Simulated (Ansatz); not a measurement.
## SnO, pressure series

The reference is SnO in the litharge type structure (space group P4/nmm, No. 129; layered, stacked along the Cartesian z axis).

```xyz
4
Lattice="3.8371 0.0000 0.0000 0.0000 3.8371 0.0000 0.0000 0.0000 4.7586" Properties=species:S:1:pos:R:3 pbc="T T T"
Sn     1.9185     0.0000     1.1584
Sn     0.0000     1.9185     3.6002
O      0.0000     0.0000     0.0000
O      1.9185     1.9185     0.0000
```

Cell and atoms are relaxed at each pressure.

The values are results of PBE-D3(BJ) (Ansatz, a first-principles code; PAW; 420 eV plane waves; without spin-orbit coupling), not measurements.

```csv
variant,band gap,density,c/a ratio,shortest interatomic distance
base,zero,6.39 g/cm³,1.240,224.1 pm
pressure −1 GPa,0.21 eV,6.17 g/cm³,1.268,224.8 pm
pressure 1.8 GPa,zero,6.69 g/cm³,1.210,223.0 pm
pressure 4.2 GPa,zero,7.00 g/cm³,1.187,221.7 pm
pressure 9 GPa,zero,7.47 g/cm³,1.162,219.7 pm
pressure 18 GPa,zero,8.09 g/cm³,1.139,216.7 pm
pressure 30 GPa,zero,8.72 g/cm³,1.127,213.6 pm
pressure 45 GPa,zero,9.31 g/cm³,1.112,210.7 pm
pressure 60 GPa,zero,9.80 g/cm³,1.101,208.3 pm
```

Load acts through the strain it causes; cell and atoms are relaxed under it. No phonon test of stability was made. No other phases were tried under pressure. The final runs are not spin-polarised. The zero or small gap of SnO can change with the level of theory.
